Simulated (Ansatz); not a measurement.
# CdSe: response to strain

The parent structure is CdSe in the wurtzite structure (space group P6_3mc, No. 186; a = 4.302 Å, c = 7.021 Å).

Strains are applied to the cell and any free atomic positions relax.

Computed with PBEsol (Ansatz, a program for electronic structure, PAW, no spin-orbit coupling).

```
isotropic strain (%)  band gap (eV)
--------------------  -------------
0                              0.54
0.6                            0.50
1.2                            0.46
1.8                            0.43
2.4                               ?
3                              0.36
```

Fit E_g = E₀ + Dε (ε in %) to the rows shown and predict the withheld row.

Least squares on the printed values gives E₀ = 0.54 eV, D = -59.5 meV per % of strain (largest residual 0.01 eV); this predicts 0.39 eV, and the run gives 0.39 eV, in agreement.

Stability against distortions was not tested.
